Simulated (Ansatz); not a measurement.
Start from Li in the bcc (W type) structure (space group Im-3m, No. 229; a = 3.434 Å; relaxed with 0.1 eV smearing). Axes: x, y, z lie along the cube axes.

Level of theory: PBEsol/PAW in Ansatz (a first-principles code), scalar-relativistic without spin-orbit coupling.

Before the change:

| Item | Result |
|---|---|
| Shortest interatomic distance | 5.620 bohr |
| Pressure | 0.0 GPa |

One thing is altered: the cell is stretched by 2.00 % along z with no lateral relaxation, atoms relaxed at fixed cell.

Predict the new shortest interatomic distance, energy relative to the base and pressure.

The shortest interatomic distance goes up by 0.038 bohr (5.620 bohr → 5.658 bohr); the energy increases by 0.3 meV/atom; the pressure (mean of the normal stresses, compression positive) goes from zero to -0.3 GPa.

The cells carry an imposed strain or load. Whether these cells are dynamically stable was not tested.
